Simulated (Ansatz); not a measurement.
Consider K2NiF4 (space group I4/mmm, No. 139; a = 3.981 Å, c = 12.944 Å; ferromagnetic).

Method: r2SCAN+rVV10 (Ansatz, a quantum-chemistry and plane-wave program; PAW; 500 eV plane waves; spin-orbit coupling left out).

For the base:

```
Property            Value
---------------  --------
Band gap          2.51 eV
Volume per atom  14.65 Å³
```

It is then changed as follows: a hydrostatic pressure of 7.5 GPa.

Question: Estimate the effect on the band gap and volume per atom.

Answer: The band gap shrinks by 0.26 eV to 2.25 eV; the volume per atom decreases by 1.345 Å³ (14.65 Å³ → 13.31 Å³).

Load acts through the strain it causes; cell and atoms are relaxed under it. No phonon test of stability was made. Competing high-pressure phases were not computed. No Hubbard U is applied and the magnetic state is the run's own (K2NiF4 ferromagnetic); small cells can't hold the antiferromagnetic order that many such compounds have, so gaps and moments can be off. A gap here joins edges of opposite spin (a spin-flip gap).
